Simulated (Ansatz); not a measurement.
Take SnS in the rock salt structure (space group Fm-3m, No. 225) as the base.

```yaml
crystal:
  lattice:
    - [0.00000, 2.87186, 2.87186]
    - [2.87186, 0.00000, 2.87186]
    - [2.87186, 2.87186, 0.00000]
  atoms:
    - { symbol: Sn, position: [0.50000, 0.50000, 0.50000] }
    - { symbol: S, position: [0.00000, 0.00000, 0.00000] }
```

Method: PBEsol (Ansatz, an electronic-structure program, PAW, without spin-orbit coupling).

Modification: electron doping at 7.0×10^21 cm⁻³ (0.332 per cell), with a uniform compensating background at fixed cell and a 300 K Fermi–Dirac width.

Problem. What happens to the Fermi level from band edge?

Solution. The Fermi level relative to the doped band's edge (positive inside the band; to 0.05 eV) amounts to +0.80 eV.

Carriers are added with a uniform compensating background; total energy and stress of such cells depend on the potential's zero and are not compared; many-body gap narrowing is missing at this level. Whether these cells are dynamically stable was not tested.
